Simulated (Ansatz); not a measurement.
Si (C2/m, No. 12, 8 atoms in the cell; start mp-1079297; another form than the element's usual one), treated with LDA (plane waves, PAW; Ansatz, a program for electronic structure).

Settings: plane-wave cutoff 520 eV, 10×10×6 k mesh (along the axes of the cell as run), Fermi–Dirac smearing 0.01 eV, scalar-relativistic PAW data made under PBE.

Cell (relaxed at this level):

Space group C2/m (No. 12); a = 13.719 Å, b = 3.816 Å, c = 6.291 Å, α = 90.00°, β = 96.74°, γ = 90.00°

```
atom  site  symmetry       x       y       z
----  ----  --------  ------  ------  ------
Si      4i         m  0.0552  0.0000  0.8733
Si      4i         m  0.4410  0.0000  0.3468
Si      4i         m  0.2125  0.0000  0.0571
Si      4i         m  0.2730  0.0000  0.4143
```
(The calculation used a cell of 8 atoms; values per cell refer to that cell.)

Question: Give the computed band gap and bulk modulus.

Answer: 
- band gap = 0.13 eV (on the SCF k mesh)
- bulk modulus = 87.4 GPa

Note: the relaxation could not lower the start's symmetry, so the cell can be a saddle point above a distorted one; the bulk modulus is −V dP/dV from two relaxed cells at ±2 % in volume.

Cost on a shared machine: around 5 core-minutes (rough).

A start named mp-… is a Materials Project structure, which need not be a measured phase.
